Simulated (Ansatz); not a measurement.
Structures of equal composition on the (110) surface of bcc Mo: a layer of Ti in place of the second plane; a layer of Ti in place of the third plane. The slabs share one bottom face, and each structure is named by its start. These are constructed structures in small cells; real faces may alloy, dewet or reconstruct in larger ones, and not all known structures of the face are among them. Slabs of about 11 Å, Fermi-Dirac smearing of 0.1 eV. Bottom of the slabs: a bare face, its two planes held. Relaxed from the named starts with such symmetry as they have, on meshes of like density; energies extrapolated to zero smearing; spin only where a row says so; no spin-orbit coupling, no U. Brackets mark spin-polarised runs, whose order is one that fits the cell.

The numbers are results of PBE (plane waves to 420 eV, PAW; Ansatz, a first-principles code), not measurements.

**Question.** Rank these by energy per 1x1 cell (lowest first), as PBE gives it.

**Answer.** a layer of Ti in place of the second plane (0.000 eV), a layer of Ti in place of the third plane (0.030 eV)
